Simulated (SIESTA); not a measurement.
Band structure of ZnS (P6_3mc, 4 atoms in the cell).

```yaml
crystal:
  lattice:
    - [3.76203, 0.00000, 0.00000]
    - [-1.88102, 3.25802, 0.00000]
    - [0.00000, 0.00000, 6.16624]
  atoms:
    - { symbol: Zn, position: [0.33333, 0.66667, 0.00014] }
    - { symbol: Zn, position: [0.66667, 0.33333, 0.50014] }
    - { symbol: S, position: [0.33333, 0.66667, 0.37486] }
    - { symbol: S, position: [0.66667, 0.33333, 0.87486] }
```

Level of theory: GGA PBE, numerical atomic orbitals DZP, PseudoDojo PBE standard norm-conserving potentials (rewritten from UPF to PSML) in SIESTA.

Settings: XC.functional = GGA; XC.authors = PBE; potentials = PseudoDojo PBE standard; PAO.BasisSize = DZP; PAO.EnergyShift = 0.01 Ry; MeshCutoff = 300 Ry; kgrid.MonkhorstPack = 5 5 3; OccupationFunction = FD; ElectronicTemperature = 0.05 eV; MaxSCFIterations = 150; SCF.Mixer.Method = Broyden; SCF.Mixer.Weight = 0.1; SCF.Mixer.History = 6; SCF.DM.Tolerance = 1.0E-05.

The starting cell comes from a database of computed structures (which also holds hypothetical and non-ambient phases and stackings), without a prior relaxation at this level. Its lattice was rescaled by a random factor within 2.5 % of one. Values carry the incompleteness of an atom-centred basis.

Question: Predict the gap along the standard path and the places of the band edges.

Answer: The gap along the path is 2.91 eV, direct at Γ to within 0.01 eV.

Levels in eV from the top of the valence band on the path, bands 23 to 27:
```json
[
 {"point": "Γ", "23": "-0.91", "24": "-0.07", "25": "0.00", "26": "0.00", "27": "2.91"},
 {"point": "M", "23": "-3.42", "24": "-2.32", "25": "-1.75", "26": "-0.89", "27": "4.17"},
 {"point": "K", "23": "-4.04", "24": "-2.43", "25": "-2.43", "26": "-2.22", "27": "4.52"},
 {"point": "A", "23": "-0.48", "24": "-0.48", "25": "-0.48", "26": "-0.48", "27": "4.24"},
 {"point": "L", "23": "-1.67", "24": "-1.67", "25": "-1.66", "26": "-1.66", "27": "4.07"},
 {"point": "H", "23": "-3.22", "24": "-3.22", "25": "-1.36", "26": "-1.36", "27": "5.05"}
]
```

Higher empty bands are left out: an atom-centred basis made for the valence describes them poorly.
